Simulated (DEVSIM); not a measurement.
Device: Schottky contact on n-type Si, at 300 K.

Layer 1 from the left is Si, thickness (μm) 0.520, Nd (cm⁻³) 2.3e15, τn (s) 6e-6, τp (s) 6e-6. Layer 2 from the left is Si, thickness (μm) 1.70, Nd (cm⁻³) 2.3e18, τn (s) 6e-6, τp (s) 6e-6.

Left contact: Schottky, work function 4.89 eV, emission velocity 3.2e6 cm/s. Right contact: ohmic. Voltage is applied to the left contact. Recombination: SRH at mid-gap. Gap narrowing is on: ΔEg = 6.92 meV × (l + √(l² + 0.5)), l = ln(N/1.3e17 cm⁻³), shared equally by both band edges. Mobility is μmin + (μ − μmin)/(1 + (N/Nref)^α).

Constants are typed, rounded textbook-type inputs, not results; the design itself was drawn at random and stands for no fabricated device. Values at 300 K.

Si: gap (eV) 1.124, affinity (eV) 4.05, permittivity 11.7, Nc (cm⁻³) 2.86e19, Nv (cm⁻³) 3.1e19, μn (cm²/Vs) 1417, μp (cm²/Vs) 470, μn,min 52, μp,min 45, Nref,n 9.7e16, Nref,p 2.2e17, αn 0.68, αp 0.72.

Simulated with DEVSIM: 1D drift-diffusion, Boltzmann statistics, complete ionisation; no tunnelling, impact ionisation, image-force lowering or self-heating. Metal contacts follow the ideal Schottky-Mott rule: no Fermi-level pinning, no interface dipoles.

Dark forward current:

| |V| (V) | |J| (A/cm²) |
|---|---|
| 0.05 | 6.050e-7 |
| 0.10 | 4.752e-6 |
| 0.15 | 3.319e-5 |
| 0.20 | 0.0002280 |
| 0.25 | 0.001560 |
| 0.30 | 0.01064 |
| 0.35 | 0.07217 |
| 0.40 | 0.4851 |
| 0.45 | 3.190 |
| 0.50 | 19.69 |
| 0.55 | 100.6 |
| 0.60 | 356.8 |
| 0.65 | 916.3 |
| 0.70 | 2066 |

Task: Work out the local ideality factor n = ΔV / (kT/q · ln(J2/J1)) between the rows 0.15 and 0.20 V, 0.65 and 0.70 V.

Result: kT/q = 25.85 mV. From 0.15 to 0.20 V: ln(0.0002280/3.319e-5) = 1.927, n = 1.00, near the 1 of diffusion or emission over a barrier. From 0.65 to 0.70 V: ln(2066/916.3) = 0.813, n = 2.38.

Task: Estimate the current at 0.30 V for emission alone, J0 = q v N_band exp(−φB/kT), and read the barrier back from the simulated current.

Result: φB = 0.840 eV, N_band = 2.86e19 cm⁻³, J0 = 1.13e-7 A/cm²; J = J0 (exp(qV/kT) − 1) = 0.0124 A/cm². The simulation gives 0.0106 A/cm²; the estimate lies 17 % above. Read backwards, the simulated current gives an apparent barrier of 0.844 eV. The estimate leaves out transport through the depletion region and minority injection.
